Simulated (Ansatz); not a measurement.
Worked example: self-consistent single point of CaC2 (Cm, 6 atoms in the cell) in Ansatz (a quantum-chemistry and plane-wave program).

Method of the run: PBEsol, default PAW files made with PBE (plane waves; Ansatz).

```yaml
crystal:
  lattice:
    - [3.58964, -1.92104, 0.00000]
    - [3.58964, 1.92104, 0.00000]
    - [-2.17074, 0.00000, 7.11421]
  atoms:
    - { symbol: Ca, position: [0.79953, 0.79953, 0.76054] }
    - { symbol: Ca, position: [0.20259, 0.20259, 0.24649] }
    - { symbol: C, position: [0.07922, 0.07922, 0.56431] }
    - { symbol: C, position: [0.92078, 0.92078, 0.43569] }
    - { symbol: C, position: [0.45186, 0.45186, 0.05825] }
    - { symbol: C, position: [0.54814, 0.54814, 0.94175] }
```

Reference input (self-consistent single point, DFT, PBEsol, plane waves, default PAW files made with PBE): basis.ecutwfc = 420 eV; kpoints.mp_grid.grid = 7 7 4; hamiltonian.xc = pbesol; hamiltonian.pseudopotentials = {kind: paw} (the program's default PAW files); scf.occupations.method = fixed. This run's input differs from it in these lines:

Ansatz 0.2 input:
```diff
@@ -16,3 +16,4 @@
   mp_grid:
-    grid: [7, 7, 4]
+    grid: [6, 6, 3]
+    shift: [0.5, 0.5, 0.5]
 hamiltonian:
```

Output, abridged:

```
SCF iter   1: F=—  HF=-4573.779023 eV  |F-HF|=—  |Δ(HF+E_count)|=         —  Δρ=6.20e-3  dr2=4.69e-2  ethr=1.77e-3  ⟨swp⟩=4.2  Hψ=3242  notcnv=0  defer=107
all-band conjugate gradients solve this SCF's bands
preconditioner: auto → Resta (q_TF=auto, 2.308 Å⁻¹)
SCF iter   2: F=—  HF=-4573.768314 eV  |F-HF|=—  |Δ(HF+E_count)|=   1.07e-2  Δρ=2.26e-3  dr2=5.90e-3  ethr=1.30e-4  ⟨swp⟩=2.0  Hψ=1325  notcnv=0  defer=132
   [... lines left out ...]
SCF iter   4: F=—  HF=-4573.768099 eV  |F-HF|=—  |Δ(HF+E_count)|=   1.22e-4  Δρ=1.59e-4  dr2=3.81e-5  ethr=1.03e-6  ⟨swp⟩=3.0  Hψ=1374  notcnv=0  defer=132
SCF iter   5: F=—  HF=-4573.768106 eV  |F-HF|=—  |Δ(HF+E_count)|=   6.66e-6  Δρ=1.43e-4  dr2=3.43e-5  ethr=1.06e-7  ⟨swp⟩=2.0  Hψ=1070  notcnv=0  defer=68
SCF iter   6: F=—  HF=-4573.768101 eV  |F-HF|=—  |Δ(HF+E_count)|=   4.77e-6  Δρ=2.42e-5  dr2=5.55e-7  ethr=9.53e-8  ⟨swp⟩=2.0  Hψ=1013  notcnv=0  defer=67
SCF iter   7: F=-4573.768102 eV  HF=-4573.768102 eV  |F-HF|=1.92e-8  |Δ(HF+E_count)|=   4.66e-7  Δρ=8.84e-6  dr2=9.87e-8  ethr=2.78e-10  ⟨swp⟩=13.7  Hψ=5666  notcnv=0
SCF 1 converged in 7 iterations: F = -4573.768102 eV  dr2 = 9.87e-8
Free energy (F): -4573.768102 eV
Internal energy: -4573.768102 eV  (E = F + TS)
E sigma→0 (E₀):  -4573.768102 eV
Fermi energy:    4.070997 eV
--- Forces (eV/Å), atoms counted from 1 ---
  atom   1  Ca    -0.03235295     0.00000000    -0.33202980
  atom   2  Ca     0.05717045     0.00000000     0.16770963
  atom   3  C      0.20378840     0.00000000     0.34632409
  atom   4  C     -0.20674688     0.00000000    -0.26872284
  atom   5  C     -0.22121247     0.00000000     0.17493137
  atom   6  C      0.19927126     0.00000000    -0.08828853
--- Stress (GPa, compression-positive) ---
       -1.931897       0.000000       0.147227
        0.000000      -2.488940       0.000000
        0.147226       0.000000      -1.919788
  P = ⅓ Tr σ = -2.1135 GPa (-21.135 kbar)
  The stress holds the Pulay correction. Without it, at fixed plane waves, as pw.x and ABINIT print it: P = -2.3196 GPa
```

The run converged in 7 iterations. Against the reference run the free energy is nearly the same (within 1 meV/atom), the pressure stays at -2.11 GPa, the largest force stays at 0.402 eV/Å and the gap on the mesh goes from 2.212 to 2.345 eV.

The starting cell comes from a database of computed structures (which also holds hypothetical and non-ambient phases and stackings), without a prior relaxation at this level. Its lattice was rescaled by up to half a per cent. One atom was moved a little off its site on purpose. Ansatz's pressure includes its estimate of the finite-basis (Pulay) stress. Another mesh or the band path of this cell gives a smaller gap, so this value is not converged in the mesh.
